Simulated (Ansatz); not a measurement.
Here is the system:

```xyz
6
Lattice="4.5335 0.0000 0.0000 0.0000 4.5335 0.0000 0.0000 0.0000 2.9843" Properties=species:S:1:pos:R:3 pbc="T T T"
Mg     0.0000     0.0000     0.0000
Mg     2.2667     2.2667     1.4921
F      1.3673     1.3673     0.0000
F      3.6340     0.8995     1.4921
F      0.8995     3.6340     1.4921
F      3.1662     3.1662     0.0000
```

No spin polarisation.

All numbers come from Ansatz (a quantum-chemistry and plane-wave program) PBE, no SOC. Settings: 7×7×11 k-points, 0.05 eV Fermi–Dirac smearing.

Task: What gap character does the calculation give?

Result: Direct at Γ.

Task: What is the computed valence-band top at Γ (three highest levels, from the VBM)?

Result: 0.00, -0.34, -0.34 eV.

The cells carry an imposed strain or load. Whether these cells are dynamically stable was not tested. The cell was made from MgF$_{2}$ in the rutile structure (space group P4_2/mnm, No. 136) by this change: isotropic strain −3.51 %.
